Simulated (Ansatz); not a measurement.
An input for Ansatz (LDA) and the part of its output that reports the quasi-harmonic study. Lengths are of the primitive cell. The run noted for some of its cells that some bands missed the eigensolver's tolerance.

Ansatz 0.2 input:
```yaml
crystal:
  lattice:
    - [2.8319491878, 0.0, 0.0]
    - [0.0, 2.8319491878, 0.0]
    - [0.0, 0.0, 2.8319491878]
  atoms:
    - { symbol: Al, position: [0.0, 0.0, 0.0] }
    - { symbol: Ni, position: [0.5, 0.5, 0.5] }
kpoints:
  mp_grid: { grid: [12, 12, 12] }
hamiltonian:
  xc: lda
  pseudopotentials: { kind: paw }
scf:
  occupations: { method: methfessel_paxton, width: 0.15 }
phonons:
  method: dfpt
  qmesh: [3, 3, 3]
  temperatures: { t_max: 1000, t_step: 25 }
  thermal_expansion: {}
checkpoint:
  write: run
```

```
--- Thermal expansion: 11 cells in 3 rounds, 0 GPa ---
  no lower state was reached at cell 4; its state was not examined: fill_not_monotonic
  without vibrations: a 2.83267, b 2.83267, c 2.83267 Å, V 22.7295 Å³, B 185.90 GPa
  at 0 K: a 2.83881, b 2.83881, c 2.83881 Å, V 22.8775 Å³, B 182.43 GPa
  zero-point expansion: a +0.217, b +0.217, c +0.217, V +0.651 %
      T/K        a/Å        b/Å        c/Å       V/Å³ | expansion of a, b, c, V (1e-6/K)   | that of V in the mean from 25 °C | C_P, C_V (J/mol K of the cell) | B_T, B_S (GPa)
     0.00    2.83881    2.83881    2.83881    22.8775 |    0.00    0.00    0.00    0.00 |   23.79 |     0.000     0.000 |   182.43   182.43
   100.00    2.83955    2.83955    2.83955    22.8955 |    6.65    6.65    6.65   19.95 |   31.87 |    23.430    23.331 |   181.19   181.97
   200.00    2.84218    2.84218    2.84218    22.9591 |   11.11   11.11   11.11   33.32 |   36.19 |    40.067    39.521 |   177.90   180.36
   298.15    2.84555    2.84555    2.84555    23.0410 |   12.85   12.85   12.85   38.54 |       - |    46.157    45.087 |   174.17   178.31
   375.00    2.84846    2.84846    2.84846    23.1115 |   13.64   13.64   13.64   40.93 |   39.86 |    48.612    47.116 |   171.11   176.55
   475.00    2.85246    2.85246    2.85246    23.2091 |   14.42   14.42   14.42   43.25 |   41.27 |    50.676    48.602 |   166.98   174.10
   575.00    2.85667    2.85667    2.85667    23.3121 |   15.08   15.08   15.08   45.25 |   42.51 |    52.193    49.503 |   162.69   171.53
   675.00    2.86108    2.86108    2.86108    23.4201 |   15.73   15.73   15.73   47.19 |   43.66 |    53.485    50.131 |   158.25   168.84
   775.00    2.86567    2.86567    2.86567    23.5332 |   16.39   16.39   16.39   49.17 |   44.80 |    54.698    50.618 |   153.64   166.03
   875.00    2.87048    2.87048    2.87048    23.6517 |   17.09   17.09   17.09   51.28 |   45.95 |    55.909    51.029 |   148.87   163.10
   975.00    2.87550    2.87550    2.87550    23.7760 |   17.86   17.86   17.86   53.58 |   47.13 |    57.163    51.394 |   143.91   160.06
  1000.00    2.87679    2.87679    2.87679    23.8080 |   18.07   18.07   18.07   54.20 |   47.43 |    57.487    51.481 |   142.64   159.28
  the static fit leaves 0.001 meV an atom of the energies and, of the stresses, 0.000 GPa of each cell's largest along a strain (root mean squares over the cells), whose Pulay part it has at -0.029 GPa
  vibrations' free energy: its fit leaves 0.0004 meV an atom at the most
  the electrons' free energy at temperature is in it; its fit leaves 0.0001 meV an atom at the most
  free energies summed between the sampled wave vectors
  estimated error of the fitted expansion in any direction: up to 0.024e-6/K, at 1000 K (an estimate, not a bound: it was exceeded on models of known expansion)
  by sums over the sampled wave vectors an expansion of the volume parts by up to 1.33e-6/K
  by a static energy of one degree less an expansion of the volume parts by up to 0.07e-6/K
  eigensolver_not_converged in the phonons of 5 cells: 4, 5, 6, 7, 8
```

Warnings of the run: phonon_interpolation_lacks_dipole_term, thermal_expansion_settings.

Cost: about 40 core-minutes (a rough figure).

Whether this phase is the stable one at each condition was not tested.

The PAW data sets were generated under PBE and serve the other functionals too.

Ansatz is a quantum-chemistry and plane-wave program.
